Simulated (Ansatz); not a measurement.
# Point defect Er_B in zinc-blende BP

The numbers are results of PBE, PAW (plane waves to 420 eV; Ansatz, an electronic-structure program), not measurements. The supercell holds 64 host sites (2×2×2 repeats of a cell of 8 atoms), with a 2×2×2 shifted k-point sampling for the final energies. Site at the start: the B site. These values are not converged in cell size to better than tenths of an eV. The semilocal functional narrows the gap, so deep levels can fall outside it. Spin–orbit coupling is left out, and no Hubbard U is applied to the open shells. Each state is the lowest found from its start.

```
charge  moment (μB)  largest move off a lattice site (Å)
------  -----------  -----------------------------------
+1              2.0                                 0.85
0               3.0                                 0.91
−1              2.0                                 0.99
```

Starting moments that weren't kept: charge +1 began with 4 μB and ended with 2.0.
